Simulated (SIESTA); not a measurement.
Band structure of PbO2 (P4_2/mnm, 6 atoms in the cell).

```yaml
crystal:
  lattice:
    - [4.94851, 0.00000, 0.00000]
    - [0.00000, 4.94851, 0.00000]
    - [0.00000, 0.00000, 3.37730]
  atoms:
    - { symbol: Pb, position: [0.00000, 0.00000, 0.00000] }
    - { symbol: Pb, position: [0.50000, 0.50000, 0.50000] }
    - { symbol: O, position: [0.30743, 0.30743, 0.00000] }
    - { symbol: O, position: [0.69257, 0.69257, 0.00000] }
    - { symbol: O, position: [0.19257, 0.80743, 0.50000] }
    - { symbol: O, position: [0.80743, 0.19257, 0.50000] }
```

Level of theory: GGA PBE, numerical atomic orbitals DZP, PseudoDojo PBE standard norm-conserving potentials (rewritten from UPF to PSML) in SIESTA.

Settings: XC.functional = GGA; XC.authors = PBE; potentials = PseudoDojo PBE standard; PAO.BasisSize = DZP; PAO.EnergyShift = 0.01 Ry; MeshCutoff = 300 Ry; kgrid.MonkhorstPack = 6 6 9; OccupationFunction = MP; OccupationMPOrder = 0; ElectronicTemperature = 1160.45 K; MaxSCFIterations = 150; SCF.Mixer.Method = Broyden; SCF.Mixer.Weight = 0.25; SCF.Mixer.History = 6.

The starting cell comes from a database of computed structures (which also holds hypothetical and non-ambient phases and stackings), without a prior relaxation at this level. Its lattice was rescaled by a random factor within 2.5 % of one. Spin-orbit coupling is off. Values carry the incompleteness of an atom-centred basis.

Task: Predict the gap along the standard path and the places of the band edges.

Result: The gap along the path is 0.04 eV, from a point between Γ and Z to a point between Γ and X; the smallest direct gap on it is 0.18 eV.

Levels in eV from the top of the valence band on the path, bands 23 to 27:
```
point     23     24     25     26    27
-----  -----  -----  -----  -----  ----
Γ      -0.68  -0.68  -0.54  -0.54  0.10
X      -0.70  -0.70  -0.35  -0.35  2.47
M      -0.73  -0.73  -0.48  -0.48  2.87
Z      -1.11  -1.11  -0.77  -0.77  3.80
R      -0.71  -0.71  -0.27  -0.27  4.11
A      -0.64  -0.64  -0.46  -0.46  2.87
```

Higher empty bands are left out: an atom-centred basis made for the valence describes them poorly.
